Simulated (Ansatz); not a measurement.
Take Pt in the fcc (Cu type) structure (space group Fm-3m, No. 225; a = 3.9418 Å; relaxed with 0.1 eV smearing) as the base. Axes: x, y, z lie along the cube axes.

Level of theory: r2SCAN (Ansatz, an electronic-structure program, PAW, spin-orbit coupling left out).

One thing is altered: uniaxial strain ε_zz = −2.50 %, all other strain components held at zero, atoms relaxed at fixed cell.

Predict the stress tensor and what it implies for the stiffness.

Stress of the strained cell less that of the base (GPa, compression positive):
```
    6.6     0.0     0.0
    0.0     6.6     0.0
    0.0     0.0     9.0
```

Then −Δσ_ii/ε with ε = -0.0250 gives secant stiffness values (nonlinear terms included at this strain): C33 ≈ 359 GPa, C13 ≈ 264 GPa and C23 ≈ 264 GPa.

As a check, the harmonic strain energy −½ V₀ Δσ:ε is 11 meV/atom; the computed energy rise is 10 meV/atom.

Stability against distortions was not tested. The final runs are not spin-polarised.
